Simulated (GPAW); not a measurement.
Band structure of HfGa4Co (P4/mmm, 6 atoms in the cell).

```
HfGa4Co
1.0
    4.02791     0.00000     0.00000
    0.00000     4.02791     0.00000
    0.00000     0.00000     6.30101
Hf Ga Co
1 4 1
Direct
  0.00000   0.00000   0.00000
  0.50000   0.00000   0.70679
  0.50000   0.00000   0.29321
  0.00000   0.50000   0.70679
  0.00000   0.50000   0.29321
  0.00000   0.00000   0.50000
```

Computed with PBEsol, GPAW PAW datasets PBEsol (made by gpaw-setup) (plane waves; GPAW).

Settings: mode = pw; ecut = 850 eV; xc = PBEsol; kpts = 5 5 3; mesh shift (steps) = 0 0 0; occupations.name = methfessel-paxton; occupations.width = 0.1 eV; occupations.order = 0; nbands = -12; symmetry.symmorphic = false; symmetry.tolerance = 0.0005; maxiter = 100; bandpath_npoints = 40.

The starting cell comes from a database of computed structures (which also holds hypothetical and non-ambient phases and stackings), without a prior relaxation at this level. Its lattice was rescaled by a random factor within 2.5 % of one. Spin-orbit coupling is off. Spin polarisation is off.

Levels in eV from the Fermi level, bands 13 to 20:
```csv
point,13,14,15,16,17,18,19,20
Γ,-1.40,-1.40,-1.29,0.64,0.64,0.90,2.03,2.42
X,-1.71,-1.36,-0.87,0.67,0.84,1.04,1.97,2.73
M,-1.27,-1.09,-0.98,-0.79,-0.79,-0.73,-0.73,1.62
Z,-2.21,-1.44,-1.28,0.18,1.21,2.15,2.15,2.60
R,-1.18,-1.16,-1.05,-0.94,0.79,1.68,2.77,2.83
A,-1.53,-1.20,-0.82,-0.82,-0.76,-0.76,-0.13,2.88
```

Bands cross the Fermi level along this path, so the cell is metallic at this level.
